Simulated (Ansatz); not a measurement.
## The (111) surface of fcc Ag, one added row of Ag in 3 (bottom of the slab: a bare face, its two planes held)

All values below come from PBE (plane waves to 420 eV, PAW; Ansatz, a program for electronic structure).

Model: 19-atom slab, 14.5 Å thick at the start with caps and adatoms, 15x5x1 mesh, Fermi-Dirac 0.1 eV, dipole correction, 6 atoms held, the rest relaxed; start symmetry kept, larger cells not searched; no spin, no spin-orbit, no U. In PBE it is, or lies within 0.01 eV a 1x1 cell of, the lowest of the 2 structures of its composition computed so far; subsurface sites and larger cells were not tried.

* **work function of the top face**: 4.12 eV
* **energy released by relaxation**: 0.11 eV
* **cost**: around 13 core-minutes (rough)
